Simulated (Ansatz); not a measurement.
## LiCl: 3 layers

Start from LiCl in the rock salt structure (space group Fm-3m, No. 225; a = 5.1123 Å). Axes: x, y, z lie along the cube axes.

Now apply this change: a free-standing slab of 3 layers (6 atoms, 2 a layer) is cut normal to the z axis, with 15 Å of vacuum and the in-plane cell held at bulk.

Computed with plane-wave PAW DFT at the r2SCAN level (Ansatz, a quantum-chemistry and plane-wave program, 500 eV), no SOC. Settings: 9×9×1 k-points, 0.05 eV Fermi–Dirac smearing, for the changed cell.

```csv
quantity,base,changed,shift
layer's space group (with vacuum),–,P4/mmm (No. 123),–
band gap,7.29 eV,6.63 eV,-0.66 eV
gap character,–,"indirect, X → Γ",–
smallest direct gap,7.29 eV,6.72 eV,-0.57 eV
excess energy per area of both faces (slab less bulk energy over the cell's area: twice a surface energy),–,0.40 J/m²,–
thickness between the outermost nuclei,–,5.19 Å,–
change of the spacing d12 from its bulk value of 2.556 Å,–,-1.4 %,–
```

Cost of the whole job for the changed cell (relaxation, final SCF and bands): very roughly 80 core-seconds.

The excess energy carries the mismatch between the slab's and the bulk's meshes. Whether these cells are dynamically stable was not tested. k-point labels follow each cell's own Brillouin zone.
